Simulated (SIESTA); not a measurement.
Checking a run of SIESTA on BaZrSe3 (P6_3/mmc, 10 atoms in the cell). The aim is a self-consistent single point with DFT, LDA PW92, numerical atomic orbitals DZP, PseudoDojo LDA standard norm-conserving potentials (rewritten from UPF to PSML).

This input was run:

```
# files in the folder: Ba.psml Zr.psml Se.psml (PseudoDojo LDA standard)
SystemName  BaZrSe3
SystemLabel siesta

NumberOfAtoms                10
NumberOfSpecies              3
%block ChemicalSpeciesLabel
  1 56 Ba
  2 40 Zr
  3 34 Se
%endblock ChemicalSpeciesLabel
LatticeConstant              1.0 Bohr
%block LatticeVectors
    14.023553636    0.000000000    0.000000000
    -7.011777763   12.144753908    0.000000000
     0.000000000    0.000000000   12.452730133
%endblock LatticeVectors
AtomicCoordinatesFormat      Bohr
%block AtomicCoordinatesAndAtomicSpecies
     7.011783515    4.048247254    3.113182533  1
    -0.000007642    8.096506653    9.339547600  1
     0.000000000    0.000000000    0.000000000  2
     0.000000000    0.000000000    6.226365067  2
     7.011776199    7.953113544    9.339547600  3
    -0.000000326    4.191640364    3.113182533  3
    -3.381710623   10.048933726    3.113182533  3
    10.393486496    2.095820182    9.339547600  3
     3.630066813    2.095820182    9.339547600  3
     3.381709060   10.048933726    3.113182533  3
%endblock AtomicCoordinatesAndAtomicSpecies

XC.functional                LDA
XC.authors                   PW92
PAO.BasisSize                DZP
PAO.EnergyShift              0.01 Ry
MeshCutoff                   350 Ry
%block kgrid.MonkhorstPack
    1   0   0  0.0
    0   1   0  0.0
    0   0   1  0.0
%endblock kgrid.MonkhorstPack
OccupationFunction           MP
OccupationMPOrder            0
ElectronicTemperature        1160.45 K

MaxSCFIterations             150
SCF.Mixer.Method             Pulay
SCF.Mixer.Weight             0.1
SCF.Mixer.History            8
SCF.DM.Tolerance             1.0E-05
Diag.ParallelOverK           true
WriteForces                  true
```

The program printed (abridged):

```
reinit: Reading from file input.fdf

reinit: System Name: BaZrSe3
reinit: System Label: siesta

coor:   Atomic-coordinates input format  =     Cartesian coordinates
coor:                                            (in Bohr units)

siesta: Atomic coordinates (Bohr) and species
   [... lines left out ...]
diag: Orthogonalization factor                      =  0.100E-05
diag: Memory factor                                 =  1.0000

                        Single-point calculation

outcell: Unit cell vectors (Ang):
        7.420945    0.000000    0.000000
       -3.710473    6.426727    0.000000
        0.000000    0.000000    6.589701

outcell: Cell vector modules (Ang)   :    7.420945    7.420945    6.589701
outcell: Cell angles (23,13,12) (deg):     90.0000     90.0000    120.0000
outcell: Cell volume (Ang**3)        :    314.2786
Gamma-point calculation with interaction between periodic images
Gamma-point calculation with interaction between periodic images
Some features might not work optimally:
Some features might not work optimally:
e.g. DM initialization from atomic data
e.g. DM initialization from atomic data
new_DM -- step:     1
Initializing Density Matrix...

Attempting to read DM from file... Failed...
DM filled with atomic data:

InitMesh: MESH = 80 x 80 x 80 = 512000
InitMesh: Mesh cutoff (required, used) =   350.000   407.334 Ry

stepf: Methfessel-Paxton step function
       Using Hermite-Gauss polynomials of order  0
        iscf     Eharris(eV)        E_KS(eV)     FreeEng(eV)     dDmax    Ef(eV) dHmax(eV)
   scf:    1   -24045.285067   -24060.161692   -24060.161694  1.710004 -4.561002 10.349937
   scf:    2   -24070.096187   -24066.676683   -24066.804471  0.450625 -4.697976  3.827792
   scf:    3   -24064.798830   -24067.027083   -24067.141121  0.546776 -4.652142  2.788338
   scf:    4   -24028.787899   -24056.114142   -24056.114142  1.032462 -4.194370 12.693828
   scf:    5   -24059.901014   -24067.041959   -24067.192164  0.906606 -4.395496  3.283421
   [... 12 lines left out ...]
   scf:   18   -24068.020116   -24068.020128   -24068.191699  0.000802 -4.420843  0.007327
   scf:   19   -24068.020132   -24068.020134   -24068.191704  0.000956 -4.420817  0.001835
   scf:   20   -24068.020132   -24068.020133   -24068.191704  0.000193 -4.420824  0.000061
   scf:   21   -24068.020133   -24068.020133   -24068.191704  0.000006 -4.420825  0.000006
SCF Convergence by DM+H criterion
max |DM_out - DM_in|         :     0.0000061277
max |H_out - H_in|      (eV) :     0.0000064190
SCF cycle converged after 21 iterations

Using DM_out to compute the final energy and forces

siesta: E_KS(eV) =           -24068.0201

siesta: E_KS - E_eggbox =    -24068.0201

siesta: Atomic forces (eV/Ang):
     1    0.000001   -0.000000    0.000000
     2   -0.000001    0.000000    0.000000
     3    0.000000   -0.000000   -0.000000
     4   -0.000000   -0.000000    0.000000
     5    0.000001    0.452638   -0.000000
     6   -0.000001   -0.452638    0.000000
     7   -0.391996    0.226319   -0.000000
     8    0.391996   -0.226319    0.000000
     9   -0.391995   -0.226319   -0.000000
    10    0.391995    0.226319    0.000000
   [... lines left out ...]
siesta: FreeEng =    -24068.191704
   [... lines left out ...]
siesta:     0.000000   -0.002243   -0.000000
siesta:     0.000000   -0.000000    0.071462

siesta: Cell volume =        314.278574 Ang**3

siesta: Pressure (static):
siesta:                Solid            Molecule  Units
siesta:          -0.00024315         -0.00030798  Ry/Bohr**3
siesta:          -0.02232528         -0.02827743  eV/Ang**3
siesta:         -35.76904064        -45.30544034  kBar
```

Q: Is anything amiss in this input, and did it matter?

A: The run is not sound. The fault is a single k-point for a small cell. The zone centre alone samples the bands of a small cell poorly; it suits large supercells. To fix it, use a k-point mesh or a larger supercell. The run converged in 21 iterations without an error; against the sound input the free energy rises by 436 meV/atom, the pressure goes from -6.68 to -3.58 GPa and the largest force goes from 0.619 to 0.453 eV/Å.

An input that runs soundly differs in these lines (not the only fix; some lines may just follow from the change or write a value another way):
```diff
-    1   0   0  0.0
-    0   1   0  0.0
-    0   0   1  0.0
+    3   0   0  0.0
+    0   3   0  0.0
+    0   0   3  0.0
```

With that input, the run converged in 15 iterations: free energy E − TS -24072.5560 eV; top of the valence band (on the code's own zero) -4.59 eV; gap on the k-point mesh 0.09 eV; pressure -6.68 GPa; largest force (vector length) 0.619 eV/Å (DFT, LDA PW92, numerical atomic orbitals DZP, PseudoDojo LDA standard norm-conserving potentials (rewritten from UPF to PSML)).

On the sound input: the starting cell comes from a database of computed structures (which also holds hypothetical and non-ambient phases and stackings), without a prior relaxation at this level. Its lattice was rescaled by a random factor within 2.5 % of one. Values carry the incompleteness of an atom-centred basis. The basis of the alkali or alkaline-earth atoms may lack their empty d shell, which can raise the gap. With a pressure of about -7 GPa the cell is away from its equilibrium volume at this level.
